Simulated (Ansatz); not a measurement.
Troubleshooting Ansatz (an electronic-structure program): a failed run on K2CuBiCl6 (Fm-3m, 10 atoms in the cell). The aim is a self-consistent single point with DFT, PBEsol, plane waves, default PAW files made with PBE.

Cell that was meant: a = 7.4007 Å, b = 7.4007 Å, c = 7.4007 Å, α = 60.00°, β = 60.00°, γ = 60.00°.

Part of the input:

Ansatz 0.2 input:
```yaml
    - [5.23310500, 0.00000000, 5.23310500]
    - [5.23310500, 5.23310500, 0.00000000]
  atoms:
    - { symbol: K, position_ang: [0.74999814, 0.74999814, 0.74999814] }
    - { symbol: K, position_ang: [0.24999589, 0.24999589, 0.24999589] }
    - { symbol: Cu, position_ang: [0.50000225, 0.50000225, 0.50000225] }
    - { symbol: Bi, position_ang: [0.00000000, 0.00000000, 0.00000000] }
    - { symbol: Cl, position_ang: [0.73941680, 0.26057723, 0.26057723] }
    - { symbol: Cl, position_ang: [0.26057723, 0.73941680, 0.73941680] }
    - { symbol: Cl, position_ang: [0.26057723, 0.73941680, 0.26057723] }
    - { symbol: Cl, position_ang: [0.73941680, 0.26057723, 0.73941680] }
    - { symbol: Cl, position_ang: [0.26057723, 0.26057723, 0.73941680] }
    - { symbol: Cl, position_ang: [0.73941680, 0.73941680, 0.26057723] }
basis:
  ecutwfc: 30.9 Ry
kpoints:
```

Output (repeated stretches shortened):

```
WARN ansatz: RAYON_NUM_THREADS=1 ignored (pool sized by the plan → 1); use --threads N
Pseudopotentials: kind: paw
Pseudopotential: K, paw, valence charge 9
Pseudopotential: Cu, paw, valence charge 19
Pseudopotential: Bi, paw, valence charge 15
Pseudopotential: Cl, paw, valence charge 7
Error: SCF: the overlap matrix is not positive definite, so this SCF or pass stopped before solving anything: energies and bands computed with it would not be physical. With PAW pseudopotential files every eigenvalue of that matrix must be above 0; at 19 of 19 k-points the lowest is not, and the worst, at k-point 1 (counted from zero), is -7.9e-1 (as computed, with no allowance for rounding). The cause is the files, the structure or the cutoff, not the eigensolver. Where the projector spheres of two atoms overlap (a projector without an augmentation charge has none), move the closest atoms apart or use files with smaller projector spheres; norm-conserving files [...]
```

Q: Read the log: what does the program object to, and what is the fix?

A: The fault is this: fractional positions typed under position_ang; here the program stops on it instead of giving results. To fix it, make label and numbers agree, by changing either. The program stopped before any SCF iteration.

An input that runs soundly differs in these lines (not the only fix; some lines may just follow from the change or write a value another way):
```diff
-    - { symbol: K, position_ang: [0.74999814, 0.74999814, 0.74999814] }
-    - { symbol: K, position_ang: [0.24999589, 0.24999589, 0.24999589] }
-    - { symbol: Cu, position_ang: [0.50000225, 0.50000225, 0.50000225] }
+    - { symbol: K, position_ang: [7.84965750, 7.84965750, 7.84965750] }
+    - { symbol: K, position_ang: [2.61655250, 2.61655250, 2.61655250] }
+    - { symbol: Cu, position_ang: [5.23310500, 5.23310500, 5.23310500] }
-    - { symbol: Cl, position_ang: [0.73941680, 0.26057723, 0.26057723] }
-    - { symbol: Cl, position_ang: [0.26057723, 0.73941680, 0.73941680] }
-    - { symbol: Cl, position_ang: [0.26057723, 0.73941680, 0.26057723] }
-    - { symbol: Cl, position_ang: [0.73941680, 0.26057723, 0.73941680] }
-    - { symbol: Cl, position_ang: [0.26057723, 0.26057723, 0.73941680] }
-    - { symbol: Cl, position_ang: [0.73941680, 0.73941680, 0.26057723] }
+    - { symbol: Cl, position_ang: [2.72728500, 5.23310500, 5.23310500] }
+    - { symbol: Cl, position_ang: [7.73892500, 5.23310500, 5.23310500] }
+    - { symbol: Cl, position_ang: [5.23310500, 2.72728500, 5.23310500] }
+    - { symbol: Cl, position_ang: [5.23310500, 7.73892500, 5.23310500] }
+    - { symbol: Cl, position_ang: [5.23310500, 5.23310500, 2.72728500] }
+    - { symbol: Cl, position_ang: [5.23310500, 5.23310500, 7.73892500] }
```

With that input, the run converged in 9 iterations: free energy E − TS (on the zero of these files) -28239.9831 eV; top of the valence band (on the code's own zero) 4.29 eV; gap on the k-point mesh 1.07 eV; pressure -1.76 GPa; largest force (vector length) 0.078 eV/Å (DFT, PBEsol, plane waves, default PAW files made with PBE).

On the sound input: the starting cell comes from a database of computed structures (which also holds hypothetical and non-ambient phases and stackings), without a prior relaxation at this level. Spin-orbit coupling is off. Ansatz's pressure includes its estimate of the finite-basis (Pulay) stress.
